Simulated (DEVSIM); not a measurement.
System: Ti/Al2O3/n-Si capacitor, at 250 K.

| layer (left to right) | material | thickness (nm) | Nd (cm⁻³) |
|---|---|---|---|
| 1 | Al2O3 | 2.80 | - |
| 2 | Si | 390 | 2.2e18 |

Metal gate on the left, work function 4.33 eV. Fixed charge at the semiconductor interface -1.2e10 cm⁻² (in units of +e); no interface traps.

Constants are typed, rounded textbook-type inputs, not results; the design itself was drawn at random and stands for no fabricated device. Values at 300 K; Nc and Nv go as T^1.5, mobilities as T to minus their exponent, the gap by Varshni's rule with the affinity fixed.

```csv
parameter,Al2O3,Si
gap (eV),6.8,1.124
affinity (eV),1.35,4.05
permittivity,9,11.7
Nc (cm⁻³),-,2.86e19
Nv (cm⁻³),-,3.1e19
Varshni α (eV/K),-,0.000473
Varshni β (K),-,636
```

Model (solved in DEVSIM): 1D Poisson equation in equilibrium, Boltzmann statistics, complete ionisation; no quantum confinement or tunnelling. Metal contacts follow the ideal Schottky-Mott rule: no Fermi-level pinning, no interface dipoles.

The substrate doping was swept, all else fixed.

| substrate doping (cm^-3) | minimum of the low-frequency capacitance (μF/cm²) | flat-band voltage (V) |
|---|---|---|
| 1.1e17 | 0.105 | 0.17 |
| 2.2e17 | 0.146 | 0.18 |
| 4.4e17 | 0.195 | 0.20 |
| 1.1e18 | 0.291 | 0.22 |
| 2.2e18 | 0.390 | 0.23 |
| 4.4e18 | 0.518 | 0.25 |

From the first row to the last the minimum of the low-frequency capacitance goes from 0.105 to 0.518. From the first row to the last the flat-band voltage goes from 0.17 to 0.25.
